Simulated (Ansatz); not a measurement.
# A computed series for hypothetical R3c SnTeO3: pressure series

The parent structure is SnTeO$_{3}$ (space group R3c, No. 161; a hypothetical phase, not in the database extracts checked).

```
SnTeO3
1.0
    3.26542     1.88529     4.74077
   -3.26542     1.88529     4.74077
    0.00000    -3.77058     4.74077
Sn Te O
2 2 6
Direct
  0.53001   0.53001   0.53001
  0.03001   0.03001   0.03001
  0.81456   0.81456   0.81456
  0.31456   0.31456   0.31456
  0.39238   0.15568   0.63446
  0.63446   0.39238   0.15568
  0.15568   0.63446   0.39238
  0.13446   0.65568   0.89238
  0.65568   0.89238   0.13446
  0.89238   0.13446   0.65568
```

Cell and atoms are relaxed at each pressure.

Calculations: Ansatz (a first-principles code), PBE, PAW, cutoff 420 eV, no SOC.

| P (GPa) | V (Å³/atom) |
|---|---|
| 0.30 | 17.252 |
| 0.69 | 16.931 |
| 1.50 | 16.433 |
| 3.00 | 15.785 |
| 4.99 | 15.163 |
| 7.49 | 14.590 |
| 9.99 | 14.144 |

Fit a third-order Birch–Murnaghan equation of state.

Least squares on P(V) = (3B₀/2)[(V₀/V)^(7/3) − (V₀/V)^(5/3)]·[1 + (3/4)(B₀′ − 4)((V₀/V)^(2/3) − 1)] gives V₀ = 17.52 Å³/atom, B₀ = 17 GPa and B₀′ = 10.8.

Load acts through the strain it causes; cell and atoms are relaxed under it. No phonon test of stability was made. Competing high-pressure phases were not computed.
